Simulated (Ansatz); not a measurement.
The reference is WSi2 (space group I4/mmm, No. 139; a = 3.212 Å, c = 7.807 Å; relaxed with 0.1 eV smearing). Axes: x, y, z lie along a, b, c of the conventional cell.

The values are results of r2SCAN in Ansatz (plane waves to 500 eV, PAW, no spin-orbit coupling), earlier PAW set, not measurements.

One thing is altered: compressive biaxial strain of 1.64 % in the plane normal to [001], as in epitaxy on a mismatched substrate; the out-of-plane cell vector and the atoms relax.

### Question
What does the calculation give for the energy relative to the base and out-of-plane strain after the change?

### Answer
The energy increases by 12 meV/atom; the out-of-plane strain amounts to +0.61 %.

No phonon test of stability was made. The final runs are not spin-polarised.

Ansatz is a program for electronic structure.
